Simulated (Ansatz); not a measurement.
The reference is InPd in the CsCl type structure (space group Pm-3m, No. 221; a = 3.248 Å; relaxed with 0.1 eV smearing). Axes: x, y, z lie along the cube axes.

Method: PBEsol (Ansatz, a program for electronic structure, PAW, no SOC).

Now apply this change: the cell is stretched by 1.50 % along z with no lateral relaxation, atoms relaxed at fixed cell.

Q: Predict the stress tensor and what it implies for the stiffness.

A: Stress of the strained cell less that of the base (GPa, compression positive):
```
   -1.8     0.0     0.0
    0.0    -1.8     0.0
    0.0     0.0    -2.2
```

Then −Δσ_ii/ε with ε = 0.0150 gives secant stiffness values (nonlinear terms included at this strain): C33 ≈ 145 GPa, C13 ≈ 121 GPa and C23 ≈ 121 GPa.

Whether these cells are dynamically stable was not tested. The final runs are not spin-polarised.
